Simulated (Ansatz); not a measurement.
Start from BeTe in the zinc blende structure (space group F-43m, No. 216).

```
CELL_PARAMETERS angstrom
      0.00000     2.77712     2.77712
      2.77712     0.00000     2.77712
      2.77712     2.77712     0.00000
ATOMIC_POSITIONS crystal
  Be 0.00000 0.00000 0.00000
  Te 0.25000 0.25000 0.25000
```

Cartesian axes are those of the cell as printed.

Calculations: Ansatz (an electronic-structure program), LDA, PAW, cutoff 420 eV, spin-orbit coupling left out.

Strains are applied to the cell and any free atomic positions relax; under biaxial strain the out-of-plane vector relaxes too.

One change was made to it. Results:

The volume per atom goes up by 0.71 Å³, from 21.42 Å³ to 22.13 Å³; the band gap falls by 0.09 eV (1.79 eV → 1.70 eV).

Which of these changes matches the shifts?
(A) biaxial strain +1.25 %, plane normal [111], relaxed out of plane
(B) biaxial strain −2.08 %, plane normal [111], relaxed out of plane
(C) biaxial strain +2.08 %, plane normal [111], relaxed out of plane
(D) biaxial strain −2.50 %, plane normal [111], relaxed out of plane

C, biaxial strain +2.08 %, plane normal [111], relaxed out of plane. For comparison, the volume per atom in the other runs: biaxial strain −2.08 %, plane normal [111], relaxed out of plane gives 20.72 Å³; biaxial strain −2.50 %, plane normal [111], relaxed out of plane gives 20.58 Å³; biaxial strain +1.25 %, plane normal [111], relaxed out of plane gives 21.84 Å³.

Spin-orbit coupling, missing from the scalar runs, can matter with Te. No phonon test of stability was made.
